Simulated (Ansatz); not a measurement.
Take PbSe in the rock salt structure (space group Fm-3m, No. 225; a = 6.102 Å) as the base. Axes: x, y, z lie along the cube axes.

Method: PBEsol, PAW, 420 eV (Ansatz, a program for electronic structure; without spin-orbit coupling).

Modification: the cell is scaled by 1.0163 in all directions; the atoms relax in the strained cell.

### Question
Predict the stress tensor and what it implies for the stiffness.

### Answer
Stress of the strained cell less that of the base (GPa, compression positive):
```
  -2.33    0.00    0.00
   0.00   -2.33    0.00
   0.00    0.00   -2.33
```

Then B = −ΔP/(ΔV/V₀) with ΔV/V₀ = 0.0497 gives secant stiffness values (nonlinear terms included at this strain): B ≈ 47 GPa.

As a check, the harmonic strain energy −½ V₀ Δσ:ε is 10 meV/atom; the computed energy rise is 11 meV/atom.

Stability against distortions was not tested.
